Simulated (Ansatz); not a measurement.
Response to strain in SiO2

Consider SiO2 (space group P3_221, No. 154; a = 5.022 Å, c = 5.510 Å).

Strains are applied to the cell and any free atomic positions relax.

Level of theory: PBE/PAW in Ansatz (a program for electronic structure), scalar-relativistic without spin-orbit coupling.

Notes on the quantities. energy relative to the base: free energy F.

| isotropic strain (%) | energy relative to the base (meV/atom) |
|---|---|
| -3 | 12.4 |
| -2.25 | 6.8 |
| -1.5 | 2.9 |
| -0.75 | ? |
| 0 | 0.0 |

Fit ΔE = Aε² + Bε³ (ε in %) to the rows shown and predict the withheld row.

Least squares on the printed values gives A = 1.22 and B = -0.053 meV/atom (largest residual 0.0 meV/atom); this predicts 0.7 meV/atom, and the run gives 0.7 meV/atom, in agreement.

Stability against distortions was not tested.
